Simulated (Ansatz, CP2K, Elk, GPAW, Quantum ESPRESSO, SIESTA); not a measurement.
One structure in several programs: a sheet of PtSe2 (3 atoms in the cell)

Self-consistent single point.

```
PtSe2
1.0
    3.60789     0.00000     0.00000
   -1.80394     3.12452     0.00000
    0.00000     0.00000    16.98204
Pt Se
1 2
Direct
  0.00000   0.00000   0.50000
  0.33333   0.66667   0.58780
  0.66667   0.33333   0.41220
```

Shared settings, as Ansatz (a first-principles code) writes them: kpoints.mp_grid.grid = 7 7 1; scf.occupations.method = gaussian; scf.occupations.width = 0.1 eV. Potentials and cutoffs stand in the table.

```tsv
code	model	largest force (eV/Å)	gap on the mesh (eV)	cutoff
SIESTA	LDA PW92, numerical atomic orbitals TZP, PseudoDojo LDA standard norm-conserving potentials (rewritten from UPF to PSML)	1.275	0.931	grid 300 Ry
CP2K	LDA (Pade form), GPW, DZVP-MOLOPT-SR-GTH basis, GTH-PADE potentials (GTH_POTENTIALS)	1.818	0.934	grid 500 Ry
Quantum ESPRESSO	LDA (PZ), GBRV 1.5 ultrasoft (LDA) pseudopotentials	1.792	0.880	40 Ry
Elk	LDA (PW92), all-electron FP-LAPW, Elk's shipped species files, APW+lo basis with extra local orbitals	–	0.904	rgkmax 8
Ansatz	LDA (PW92), PAW files made with PBE	1.791	0.881	420 eV
GPAW	LDA (Perdew-Wang 92), GPAW PAW datasets LDA (gpaw-data 1.0.1)	1.795	0.862	600 eV
```

A dash marks a value that a program does not give, or that is left out as unsure.

Gaps are read on the mesh.

On Ansatz's run: spin-orbit coupling is off.

The spread over the programs that give each value: largest force within 0.543 eV/Å; gap on the mesh within 0.072 eV.

SIESTA and CP2K use small atom-centred bases, whose incompleteness enters pressures, forces and empty levels differently from a plane-wave cutoff. Elk treats all electrons, but the usual bases taken here (sphere radii, linearisation, local orbitals, empty states) were not tested for convergence, so the values are no reference for the others. The same LDA comes in different parametrisations, which differ slightly. In the force vectors, SIESTA (by 0.516) lies more than 0.08 eV/Å from the median of the plane-wave programs.

The starting cell was generated: these elements placed on a structure prototype, without a prior relaxation; it need not be a known phase or ordering of this composition. Its lattice was rescaled in the plane by a random factor within 2.5 % of one.

Left out of this page: FLEUR (with a known weakness of the program).

Keys are those of Ansatz 0.2.
